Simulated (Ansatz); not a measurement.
Effect of uniaxial strain ε_zz = +1.02 % on hypothetical P-6m2 GaN

Start from GaN (space group P-6m2, No. 187; a = 2.939 Å, c = 2.658 Å; a hypothetical phase, not in the database extracts checked; relaxed with 0.1 eV smearing). Axes: x lies along a and z along c of the hexagonal cell.

Perturbation: uniaxial strain ε_zz = +1.02 %, all other strain components held at zero; the atoms relax in the strained cell.

All numbers come from PBEsol (Ansatz, a program for electronic structure; PAW; 420 eV plane waves; no SOC). k-mesh 23×23×22 (Γ-centred); smearing 0.1 eV (Fermi–Dirac).

```csv
quantity,base,changed,shift
volume per atom,9.94 Å³,10.04 Å³,+0.10 Å³
space group,P-6m2 (No. 187),P-6m2 (No. 187),–
shortest interatomic distance,2.155 Å,2.164 Å,+0.0084 Å
energy relative to the base (free energy F),0 meV/atom,+1.9 meV/atom,+1.9 meV/atom
"pressure (mean of the normal stresses, compression positive)",0.0 GPa,-2.2 GPa,-2.25 GPa
band gap,zero,zero,–
"stress (xx, yy, zz, yz, xz, xy; compression positive)",–,"(-0.4, -0.4, -5.9, 0.0, 0.0, 0.0) GPa",–
```

Cost of the whole job for the changed cell (relaxation, final SCF and bands): very roughly 27 core-seconds.

Whether these cells are dynamically stable was not tested. All final runs are without spin polarisation.
